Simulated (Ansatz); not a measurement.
An Ansatz (a program for electronic structure) run: Al2O3 with a change (uniaxial strain ε_zz = −1.50 %); Ansatz LDA, no spin-orbit coupling.

Input:

Ansatz 0.2 input:
```yaml
crystal:
  lattice:
    - [2.364599926, 1.3652024038, 4.2327480898]
    - [-2.364599926, 1.3652024038, 4.2327480898]
    - [0, -2.7304048076, 4.2327480898]
  atoms:
    - { symbol: Al, position: [0.6479756669, 0.6479756669, 0.6479756669] }
    - { symbol: Al, position: [0.1479756669, 0.1479756669, 0.1479756669] }
    - { symbol: Al, position: [0.3520243331, 0.3520243331, 0.3520243331] }
    - { symbol: Al, position: [0.8520243331, 0.8520243331, 0.8520243331] }
    - { symbol: O, position: [0.75, 0.4441380307, 0.0558619693] }
    - { symbol: O, position: [0.0558619693, 0.75, 0.4441380307] }
    - { symbol: O, position: [0.25, 0.5558619693, 0.9441380307] }
    - { symbol: O, position: [0.5558619693, 0.9441380307, 0.25] }
    - { symbol: O, position: [0.9441380307, 0.25, 0.5558619693] }
    - { symbol: O, position: [0.4441380307, 0.0558619693, 0.75] }
basis: { ecutwfc: 420, ecutrho_ratio: 4, xc_grid: 2, fft_grid_basis: typed }
kpoints: { mp_grid: { grid: [9, 9, 9] } }
hamiltonian:
  xc: lda
  dispersion: none
  pseudopotentials: { kind: paw }
scf: { occupations: { method: fermi_dirac, width: 0.05 }, convergence: { dr2_threshold: 0.000000001 } }
relax: { f_tol: 0.005, max_steps: 50 }
output: { forces: true, stress: true }
checkpoint: { write: state.ck, write_every: 1000 }
```

Output (explanatory and most iteration lines left out):

```
Relaxation: its limit of steps is 50 (relax.max_steps)
Pseudopotential: Al, paw, valence charge 3
Pseudopotential: O, paw, valence charge 6
Crystal: 10 atoms, lattice volume = 81.984 Å³
Basis set: ecut = 420 eV, 1593 PW (Γ), exchange–correlation on 72×72×72 points (8 copies of the dense FFT grid, shifted against one another)
Bands: 34, of which v1, the nominal top of the filled ones, is band 24 counted from 1 (23 counted from 0)
Symmetry: 12 space group operations
Space group: R-3c (ITA 167), of the structure as read, at distance tolerance 4.3e-5 Å
k-points: 85 of 729
Functional: x = slater, c = lda
SCF iter   1: F=—  HF=-5399.892489 eV  |F-HF|=—  |Δ(HF+E_count)|=         —  Δρ=1.74e-2  dr2=2.11e-1  ethr=1.77e-3  ⟨swp⟩=7.6  Hψ=15862  notcnv=0  defer=45
SCF iter   2: F=—  HF=-5399.834326 eV  |F-HF|=—  |Δ(HF+E_count)|=   5.82e-2  Δρ=7.73e-3  dr2=2.26e-2  ethr=4.39e-4  ⟨swp⟩=2.2  Hψ=5729  notcnv=0  defer=320
SCF 1 converged in 7 iterations: F = -5399.825833 eV  dr2 = 4.39e-11
relax step   1: F+E_penalty+E_count = -5399.82583267 eV  Δ(F+E_penalty+E_count) = +0.000e0 eV  max|allowed force component| = 1.171e-1 eV/Å  Δτ_max = 0.0000 Å  (7 SCF iters, accepted)
Crystal: 10 atoms, lattice volume = 81.984 Å³
SCF iter   1: F=—  HF=-5399.826742 eV  |F-HF|=—  |Δ(HF+E_count)|=         —  Δρ=2.58e-4  dr2=2.74e-5  ethr=5.57e-8  ⟨swp⟩=2.0  Hψ=9272  notcnv=0  defer=313
SCF iter   2: F=—  HF=-5399.826735 eV  |F-HF|=—  |Δ(HF+E_count)|=   7.11e-6  Δρ=1.13e-4  dr2=2.80e-6  ethr=5.57e-8  ⟨swp⟩=2.0  Hψ=4068  notcnv=0  defer=313
SCF 2 converged in 5 iterations: F = -5399.826734 eV  dr2 = 3.27e-10
relax step   2: F+E_penalty+E_count = -5399.82673359 eV  Δ(F+E_penalty+E_count) = -9.009e-4 eV  max|allowed force component| = 7.631e-2 eV/Å  Δτ_max = 0.0025 Å  (5 SCF iters, accepted)
Crystal: 10 atoms, lattice volume = 81.984 Å³
SCF iter   1: F=—  HF=-5399.827363 eV  |F-HF|=—  |Δ(HF+E_count)|=         —  Δρ=3.26e-4  dr2=8.45e-5  ethr=7.10e-7  ⟨swp⟩=3.2  Hψ=8187  notcnv=0  defer=315
SCF iter   2: F=—  HF=-5399.827329 eV  |F-HF|=—  |Δ(HF+E_count)|=   3.42e-5  Δρ=1.09e-4  dr2=4.59e-6  ethr=1.76e-7  ⟨swp⟩=2.3  Hψ=4917  notcnv=0  defer=315
SCF 3 converged in 5 iterations: F = -5399.827328 eV  dr2 = 7.71e-10
relax step   3: F+E_penalty+E_count = -5399.82732772 eV  Δ(F+E_penalty+E_count) = -5.941e-4 eV  max|allowed force component| = 6.666e-3 eV/Å  Δτ_max = 0.0035 Å  (5 SCF iters, accepted)
Crystal: 10 atoms, lattice volume = 81.984 Å³
SCF iter   1: F=—  HF=-5399.827339 eV  |F-HF|=—  |Δ(HF+E_count)|=         —  Δρ=6.64e-5  dr2=4.39e-6  ethr=2.48e-8  ⟨swp⟩=2.1  Hψ=6296  notcnv=0  defer=315
SCF iter   2: F=—  HF=-5399.827336 eV  |F-HF|=—  |Δ(HF+E_count)|=   2.78e-6  Δρ=1.73e-5  dr2=1.49e-7  ethr=9.14e-9  ⟨swp⟩=2.2  Hψ=4928  notcnv=0  defer=315
SCF 4 converged in 5 iterations: F = -5399.827336 eV  dr2 = 1.12e-11
relax step   4: F+E_penalty+E_count = -5399.82733577 eV  Δ(F+E_penalty+E_count) = -8.056e-6 eV  max|allowed force component| = 7.380e-4 eV/Å  Δτ_max = 0.0003 Å  (5 SCF iters, accepted)
SCF converged after 5 iterations
Free energy (F): -5399.827336 eV
Internal energy: -5399.827336 eV  (E = F + TS)
E sigma→0 (E₀):  -5399.827336 eV
Fermi energy:    11.271086 eV
--- Forces (eV/Å), atoms counted from 1 ---
  atom   1  Al     0.00000000     0.00000000    -0.00006676
  atom   2  Al    -0.00000000    -0.00000000    -0.00006676
  atom   3  Al    -0.00000000    -0.00000000     0.00006676
  atom   4  Al     0.00000000     0.00000000     0.00006676
  atom   5  O     -0.00036900     0.00063912     0.00000000
  atom   6  O     -0.00036900    -0.00063912    -0.00000000
  atom   7  O      0.00036900    -0.00063912    -0.00000000
  atom   8  O     -0.00073799     0.00000000     0.00000000
  atom   9  O      0.00036900     0.00063912     0.00000000
  atom  10  O      0.00073799    -0.00000000    -0.00000000
--- Stress (GPa, compression-positive) ---
        2.020397      -0.000000      -0.000000
       -0.000000       2.020397       0.000000
       -0.000000       0.000000       7.545179
  P = ⅓ Tr σ = 3.8620 GPa (38.620 kbar)
--- Relaxed structure (4 steps of the walk, 4 accepted, 0 SCFs on fresh bases) ---
  atoms:
    - { symbol: Al, position: [0.6474826875008659, 0.6474826875008659, 0.6474826875008659] }
    - { symbol: Al, position: [0.1474826875008659, 0.1474826875008659, 0.14748268750086593] }
    - { symbol: Al, position: [0.35251731249913404, 0.35251731249913404, 0.3525173124991341] }
    - { symbol: Al, position: [0.8525173124991341, 0.8525173124991341, 0.8525173124991342] }
    - { symbol: O, position: [0.75, 0.4443993160777856, 0.05560068392221429] }
    - { symbol: O, position: [0.055600683922214345, 0.75, 0.4443993160777857] }
    - { symbol: O, position: [0.25, 0.5556006839222145, 0.9443993160777857] }
    - { symbol: O, position: [0.5556006839222143, 0.9443993160777856, 0.24999999999999994] }
    - { symbol: O, position: [0.9443993160777857, 0.24999999999999994, 0.5556006839222143] }
    - { symbol: O, position: [0.44439931607778566, 0.055600683922214345, 0.7500000000000001] }
```

Stability against distortions was not tested. The cell was made from Al2O3 in the corundum structure (space group R-3c, No. 167) by this change: uniaxial strain ε_zz = −1.50 %.
